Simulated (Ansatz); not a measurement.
This Ansatz (a first-principles code) input is the reference run, AlN in the zinc blende structure (space group F-43m, No. 216), computed with PBE in Ansatz (plane waves to 420 eV, PAW, no spin-orbit coupling):

Ansatz 0.2 input:
```yaml
crystal:
  lattice:
    - [0, 2.201588671, 2.201588671]
    - [2.201588671, 0, 2.201588671]
    - [2.201588671, 2.201588671, 0]
  atoms:
    - { symbol: Al, position: [0, 0, 0] }
    - { symbol: N, position: [0.25, 0.25, 0.25] }
basis: { ecutwfc: 420, ecutrho_ratio: 4, xc_grid: 2, fft_grid_basis: typed }
kpoints: { mp_grid: { grid: [13, 13, 13] } }
hamiltonian:
  xc: pbe
  dispersion: none
  pseudopotentials: { kind: paw }
scf: { occupations: { method: fermi_dirac, width: 0.05 }, convergence: { dr2_threshold: 0.0000000002 } }
output: { forces: true, stress: true }
checkpoint: { write: state.ck, write_every: 1000 }
```

Question: Write the input for this change: the cell is scaled by 0.9950 in all directions; the atoms relax in the strained cell.

Answer: 
Ansatz 0.2 input:
```yaml
crystal:
  lattice:
    - [0, 2.1905807276, 2.1905807276]
    - [2.1905807276, 0, 2.1905807276]
    - [2.1905807276, 2.1905807276, 0]
  atoms:
    - { symbol: Al, position: [0, 0, 0] }
    - { symbol: N, position: [0.25, 0.25, 0.25] }
basis: { ecutwfc: 420, ecutrho_ratio: 4, xc_grid: 2, fft_grid_basis: typed }
kpoints: { mp_grid: { grid: [13, 13, 13] } }
hamiltonian:
  xc: pbe
  dispersion: none
  pseudopotentials: { kind: paw }
scf: { occupations: { method: fermi_dirac, width: 0.05 }, convergence: { dr2_threshold: 0.0000000002 } }
relax: { f_tol: 0.005, max_steps: 50 }
output: { forces: true, stress: true }
checkpoint: { write: state.ck, write_every: 1000 }
```
This is the input that was run.

Stability against distortions was not tested. This is not the structure that AlN has at room temperature and ambient pressure.
